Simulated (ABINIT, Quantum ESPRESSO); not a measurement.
An ABINIT input for a self-consistent single point of BaP₂Os₂ (I4/mmm, 5 atoms in the cell) (DFT, PBEsol, plane waves, norm-conserving pseudopotentials (PseudoDojo nc-sr-04 PBEsol standard)):

```
# Ba(POs)2, PseudoDojo nc-sr-04 PBEsol standard
pp_dirpath "./"
pseudos "Ba.upf, P.upf, Os.upf"
acell 12.5913836966 12.5913836966 12.5913836966
rprim
        -0.2985017437    0.2985017437    0.9065282224
         0.2985017437   -0.2985017437    0.9065282224
         0.2985017437    0.2985017437   -0.9065282224
natom 5
ntypat 3
znucl 56 15 76
typat 1 2 2 3 3
xred
         0.0000000000    0.0000000000    0.0000000000
         0.6570800000    0.6570800000    0.0000000000
         0.3429200000    0.3429200000    0.0000000000
         0.2500000000    0.7500000000    0.5000000000
         0.7500000000    0.2500000000    0.5000000000
ecut 37 Ha
ixc -116133
occopt 3
tsmear 0.00183747
nband 34
kptopt 1
ngkpt 7 7 7
nshiftk 1
shiftk 0 0 0
nstep 100
toldfe 1.0e-09
prtwf 0
prtden 0
```

Question: Write the same calculation as an input for Quantum ESPRESSO.

Answer: This is the input that was run; spellings and numerical settings could be chosen otherwise.

```fortran
&CONTROL
  calculation = 'scf',
  prefix = 'ba(pos)2',
  outdir = './tmp/',
  pseudo_dir = './',
  tprnfor = .true.,
  tstress = .true.,
/
&SYSTEM
  ibrav = 0,
  nat = 5,
  ntyp = 3,
  ecutwfc = 40,
  ecutrho = 320,
  occupations = 'smearing',
  smearing = 'fermi-dirac',
  degauss = 0.0036749,
/
&ELECTRONS
  conv_thr = 1.0d-10,
/
ATOMIC_SPECIES
Ba   137.3270  ba_pbesol_v1.uspp.F.UPF
P     30.9738  p_pbesol_v1.5.uspp.F.UPF
Os   190.2300  os_pbesol_v1.2.uspp.F.UPF
ATOMIC_POSITIONS {crystal}
Ba    0.000000000    0.000000000    0.000000000
P     0.657080000    0.657080000    0.000000000
P     0.342920000    0.342920000    0.000000000
Os    0.250000000    0.750000000    0.500000000
Os    0.750000000    0.250000000    0.500000000
K_POINTS {automatic}
7 7 7  0 0 0
CELL_PARAMETERS {angstrom}
  -1.988939000     1.988939000     6.040264000
   1.988939000    -1.988939000     6.040264000
   1.988939000     1.988939000    -6.040264000
```

Basis, cutoffs, solver keys and any potentials are the target program's own. This input uses DFT, PBEsol, plane waves, GBRV 1.5 ultrasoft (PBESOL) pseudopotentials.

The starting cell comes from a database of computed structures (which also holds hypothetical and non-ambient phases and stackings), without a prior relaxation at this level. For this run, on top of that: lattice scaled by 0.98.
